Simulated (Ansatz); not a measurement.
Here is the system:

```xyz
2
Lattice="0.0000 3.2431 3.2431 3.2431 0.0000 3.2431 3.2431 3.2431 0.0000" Properties=species:S:1:pos:R:3 pbc="T T T"
Te     4.8646     4.8646     4.8646
Cd     0.0000     0.0000     0.0000
```

No spin polarisation.

All numbers come from r2SCAN/PAW in Ansatz (an electronic-structure program), no SOC. Γ-centred 9×9×9 mesh, Fermi–Dirac width 0.05 eV.

### Question
Predict the gap character, electron mass, width of the top valence band and band gap.

### Answer
The gap character comes out as direct at Γ, the electron mass is 0.094 mₑ (at Γ) and the width of the top valence band is 2.22 eV. The band gap comes out as 1.27 eV.

With Te present, leaving out spin-orbit coupling can change the band edges. The cells carry an imposed strain or load. Masses are band curvatures over ±0.01 Å⁻¹ around the edge. Whether these cells are dynamically stable was not tested. The cell was made from CdTe in the zinc blende structure (space group F-43m, No. 216) by this change: isotropic strain −1.09 %.
